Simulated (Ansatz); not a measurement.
**Response to strain in HfN**

Consider HfN in the rock salt structure (space group Fm-3m, No. 225; relaxed with 0.1 eV smearing).

```cif
data_Hf4N4
_chemical_formula_sum 'Hf4 N4'
_space_group_name_H-M_alt 'Fm-3m'
_space_group_IT_number 225
_space_group_name_Hall '-F 4 2 3'
_cell_length_a 4.52570
_cell_length_b 4.52570
_cell_length_c 4.52570
_cell_angle_alpha 90.000
_cell_angle_beta 90.000
_cell_angle_gamma 90.000
loop_
_atom_site_label
_atom_site_type_symbol
_atom_site_symmetry_multiplicity
_atom_site_Wyckoff_symbol
_atom_site_fract_x
_atom_site_fract_y
_atom_site_fract_z
_atom_site_occupancy
Hf1 Hf 4 a 0.00000 0.00000 0.00000 1
N1 N 4 b 0.50000 0.50000 0.50000 1
```
(The calculation used a cell of 2 atoms; values per cell refer to that cell.)

Strains are applied to the cell and any free atomic positions relax.

Calculations: Ansatz (a program for electronic structure) r2SCAN, without spin-orbit coupling.

Notes on the quantities. energy relative to the base: free energy F.

| variant | energy relative to the base | volume per atom | pressure |
|---|---|---|---|
| base | 0 meV/atom | 11.59 Å³ | 0.0 GPa |
| isotropic strain +0.50 % | +2.3 meV/atom | 11.76 Å³ | (withheld) |
| isotropic strain +1.00 % | +8.9 meV/atom | 11.94 Å³ | -7.9 GPa |
| isotropic strain +1.50 % | +20 meV/atom | 12.12 Å³ | (withheld) |
| isotropic strain +2.00 % | (withheld) | 12.30 Å³ | -14.8 GPa |
| isotropic strain +2.50 % | +53 meV/atom | 12.48 Å³ | -17.8 GPa |
| isotropic strain +3.00 % | +75 meV/atom | 12.66 Å³ | -20.7 GPa |

Q: What belongs in the blanks?

A: 
- isotropic strain +0.50 %, pressure: -4.1 GPa
- isotropic strain +1.50 %, pressure: -11.4 GPa
- isotropic strain +2.00 %, energy relative to the base: +34 meV/atom

No phonon test of stability was made. All final runs are without spin polarisation. An odd electron count without spin: HfN.
